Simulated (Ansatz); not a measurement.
**Li in the bcc (W type) structure (space group Im-3m, No. 229)**

```xyz
1
Lattice="-1.7171 1.7171 1.7171 1.7171 -1.7171 1.7171 1.7171 1.7171 -1.7171" Properties=species:S:1:pos:R:3 pbc="T T T"
Li     0.0000     0.0000     0.0000
```

Level of theory: PBEsol (Ansatz, a quantum-chemistry and plane-wave program; PAW; 420 eV plane waves; scalar-relativistic without spin-orbit coupling). Settings: 19×19×19 k-points, 0.05 eV Fermi–Dirac smearing.

| Quantity | Result |
|---|---|
| Volume per atom | 20.25 Å³ |
| Density | 0.57 g/cm³ |
| Band gap | zero |
| Total energy | -202.997 eV/atom (σ→0; compares only within this code and set-up) |

Stability against distortions was not tested.
